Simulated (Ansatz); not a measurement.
**WS2: point defects**

The parent structure is a 12-atom supercell of WS2 in the 2H-MoS2 type structure (space group P6_3/mmc, No. 194; a = 3.1149 Å, c = 11.7733 Å; layered, stacked along the Cartesian z axis) at its relaxed geometry.

One neutral defect a cell, atoms relaxed at fixed cell.

Method: plane-wave PAW DFT at the PBEsol-D3(BJ) level (Ansatz, an electronic-structure program, 420 eV), scalar-relativistic without spin-orbit coupling, earlier PAW set.

| case | pressure | largest displacement of a host atom from its site in the perfect cell |
|---|---|---|
| perfect supercell | 0.0 GPa | – |
| W vacancy | 1.1 GPa | 0.73 Å |
| Pb on a S site | 3.9 GPa | 0.36 Å |
| Re on a W site | -0.9 GPa | 0.08 Å |
| Se on a S site | 1.4 GPa | 0.07 Å |
| W on a S site (antisite), symmetric start | -3.0 GPa | 0.50 Å |

The magnetic state is the one reached from the starting moments; the real material's order can differ, and small cells can't hold many antiferromagnetic ones. The cell is small, so the values are those of an ordered compound at a high defect concentration; dilute-limit values will differ. The mesh was chosen for an insulator and is coarse for the gapless case. Defects with a symmetric start kept the site's symmetry and may sit on a saddle; the others started slightly shaken. Starting moments died away, wholly or in part, for W vacancy, Pb on a S site, Re on a W site and Se on a S site and more; another magnetic solution may exist.
